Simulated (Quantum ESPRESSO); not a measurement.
Quantum ESPRESSO run on TiSO5 (Pnma, 28 atoms in the cell): self-consistent single point.

Level of theory: PBEsol, GBRV 1.5 ultrasoft (PBESOL) pseudopotentials (plane waves; Quantum ESPRESSO).

```
CELL_PARAMETERS angstrom
     11.10112     0.00000     0.00000
      0.00000     5.25353     0.00000
      0.00000     0.00000     6.57924
ATOMIC_POSITIONS crystal
  Ti 0.05706 0.25000 0.84257
  Ti 0.94294 0.75000 0.15743
  Ti 0.44294 0.75000 0.34257
  Ti 0.55706 0.25000 0.65743
  S  0.84499 0.25000 0.47591
  S  0.15501 0.75000 0.52409
  S  0.65501 0.75000 0.97591
  S  0.34499 0.25000 0.02409
  O  0.90901 0.25000 0.67170
  O  0.09099 0.75000 0.32830
  O  0.59099 0.75000 0.17170
  O  0.40901 0.25000 0.82830
  O  0.50000 0.50000 0.50000
  O  0.00000 0.50000 0.00000
  O  0.00000 0.00000 0.00000
  O  0.50000 0.00000 0.50000
  O  0.21528 0.25000 0.97942
  O  0.78472 0.75000 0.02058
  O  0.28472 0.75000 0.47942
  O  0.71528 0.25000 0.52058
  O  0.87384 0.01977 0.36316
  O  0.12616 0.98023 0.63684
  O  0.62616 0.98023 0.86316
  O  0.37384 0.01977 0.13684
  O  0.37384 0.48023 0.13684
  O  0.62616 0.51977 0.86316
  O  0.12616 0.51977 0.63684
  O  0.87384 0.48023 0.36316
```

Reference input (self-consistent single point, DFT, PBEsol, plane waves, GBRV 1.5 ultrasoft (PBESOL) pseudopotentials): ecutwfc = 50 Ry; ecutrho = 400 Ry; occupations = fixed; potentials = {Ti: ti_pbesol_v1.4.uspp.F.UPF, S: s_pbesol_v1.4.uspp.F.UPF, O: o_pbesol_v1.2.uspp.F.UPF}; K_POINTS = automatic 2 3 2 1 1 1; nbnd = 102; conv_thr = 1e-11 Ry. This run's input differs from it in these lines:

```diff
@@ -15,4 +15,4 @@
   ntyp = 3
-  ecutwfc = 50
-  ecutrho = 400
+  ecutwfc = 20
+  ecutrho = 160
   occupations = 'fixed'
```

Output (repeated stretches shortened):

```
     Self-consistent Calculation

     iteration #  1     ecut=    20.00 Ry     beta= 0.70

---- Real-time Memory Report at c_bands before calling an iterative solver
           329 MiB given to the printing process from OS
           101 MiB allocation reported by mallinfo(arena+hblkhd)
------------------

     negative rho (up, down):  7.982E-03 0.000E+00

     total energy              =   -1210.99347272 Ry
     estimated scf accuracy    <       5.41855204 Ry

     iteration #  2     ecut=    20.00 Ry     beta= 0.70

---- Real-time Memory Report at c_bands before calling an iterative solver
   [... lines left out ...]
           415 MiB given to the printing process from OS
           152 MiB allocation reported by mallinfo(arena+hblkhd)
------------------

     negative rho (up, down):  6.674E-03 0.000E+00

     total energy              =   -1213.62851849 Ry
     estimated scf accuracy    <          1.4E-10 Ry

     iteration # 17     ecut=    20.00 Ry     beta= 0.70

---- Real-time Memory Report at c_bands before calling an iterative solver
           415 MiB given to the printing process from OS
           152 MiB allocation reported by mallinfo(arena+hblkhd)
------------------

     negative rho (up, down):  6.674E-03 0.000E+00
     End of self-consistent calculation

     highest occupied, lowest unoccupied level (ev):     3.0050    5.8259

!    total energy              =   -1213.62851849 Ry
     estimated scf accuracy    <          2.4E-12 Ry

     convergence has been achieved in  17 iterations

     negative rho (up, down):  6.674E-03 0.000E+00

     Forces acting on atoms (cartesian axes, Ry/au):

     atom    1 type  1   force =    -0.01223567    0.00000000    0.02730746
     atom    2 type  1   force =     0.01223567    0.00000000   -0.02730746
     atom    3 type  1   force =     0.01223567   -0.00000000    0.02730746
     atom    4 type  1   force =    -0.01223567    0.00000000   -0.02730746
     atom    5 type  2   force =     0.00667356    0.00000000   -0.00140058
   [... 19 lines left out ...]
   [... lines left out ...]
     Total force =     0.466168     Total SCF correction =     0.000005
   [... lines left out ...]

     negative rho (up, down):  6.674E-03 0.000E+00
          total   stress  (Ry/bohr**3)                   (kbar)     P=    -1032.33
  -0.00707197   0.00000000   0.00000000        -1040.32        0.00        0.00
   0.00000000  -0.00696552   0.00000000            0.00    -1024.66        0.00
   0.00000000   0.00000000  -0.00701535            0.00        0.00    -1031.99

   JOB DONE.
```

The run converged in 17 iterations. Against the reference run the free energy rises by 2.43 eV/atom, the pressure goes from 2.16 to -103.2 GPa, the largest force goes from 0.966 to 3.141 eV/Å and the gap on the mesh goes from 2.735 to 2.821 eV.

The starting cell comes from a database of computed structures (which also holds hypothetical and non-ambient phases and stackings), without a prior relaxation at this level. Forces in this geometry exceed 1 eV/Å. At the lowered cutoff the pressure carries the error of an incomplete plane-wave basis. The shifted mesh does not hold Γ, so a gap read on it misses any band edge there.

Cost on one core of a shared machine: roughly 2 min.
